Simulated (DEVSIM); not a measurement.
Schottky contact on n-type InP

Structure: Schottky contact on n-type InP, at 300 K.

```csv
layer (left to right),material,thickness (μm),Nd (cm⁻³),τn (s),τp (s)
1,InP,2.40,1.4e15,1.9e-8,1.9e-8
```

Left contact: Schottky, work function 5.12 eV, emission velocity 3.2e6 cm/s. Right contact: ohmic. Voltage is applied to the left contact. Recombination: SRH at mid-gap, radiative. Mobility is μmin + (μ − μmin)/(1 + (N/Nref)^α).

The device is made up for the run: typed textbook-type constants, with dimensions and the other settings drawn at random. Values at 300 K.

| parameter | InP |
|---|---|
| gap (eV) | 1.344 |
| affinity (eV) | 4.38 |
| permittivity | 12.5 |
| Nc (cm⁻³) | 5.7e17 |
| Nv (cm⁻³) | 1.1e19 |
| μn (cm²/Vs) | 5200 |
| μp (cm²/Vs) | 170 |
| μn,min | 400 |
| μp,min | 10 |
| Nref,n | 3e17 |
| Nref,p | 4.9e17 |
| αn | 0.47 |
| αp | 0.62 |
| B (cm³/s) | 1.2e-10 |

DEVSIM, 1D drift-diffusion, Boltzmann statistics, complete ionisation; no tunnelling, impact ionisation, image-force lowering or self-heating. Metal contacts follow the ideal Schottky-Mott rule: no Fermi-level pinning, no interface dipoles.

* **Potential step across the device at zero bias**: 0.585 V
* **Largest field in the device at zero bias**: 15000 V/cm
* **Dark forward voltage at 1 A/cm²**: 0.417 V
* **Dark forward voltage at 100 A/cm²**: 0.562 V

Dark reverse current:

```json
[
 {"V (V)": "-0.20", "J (A/cm²)": "-1.1e-7"},
 {"V (V)": "-0.50", "J (A/cm²)": "-1.1e-7"},
 {"V (V)": "-1.00", "J (A/cm²)": "-1.1e-7"},
 {"V (V)": "-1.50", "J (A/cm²)": "-1.1e-7"},
 {"V (V)": "-2.00", "J (A/cm²)": "-1.1e-7"},
 {"V (V)": "-3.00", "J (A/cm²)": "-1.1e-7"},
 {"V (V)": "-4.00", "J (A/cm²)": "-1.1e-7"},
 {"V (V)": "-5.00", "J (A/cm²)": "-1.2e-7"},
 {"V (V)": "-6.50", "J (A/cm²)": "-1.2e-7"},
 {"V (V)": "-8.00", "J (A/cm²)": "-1.2e-7"},
 {"V (V)": "-10.00", "J (A/cm²)": "-1.2e-7"}
]
```

Small-signal capacitance in reverse bias (quasi-static):

| V (V) | C (nF/cm²) |
|---|---|
| -0.2 | 12.8 |
| -0.5 | 10.8 |
| -1 | 8.92 |
| -1.5 | 7.76 |
| -2 | 6.96 |
| -3 | 5.91 |
| -4 | 5.22 |
| -5 | 4.79 |
| -6.5 | 4.63 |
| -8 | 4.61 |
| -10 | 4.61 |
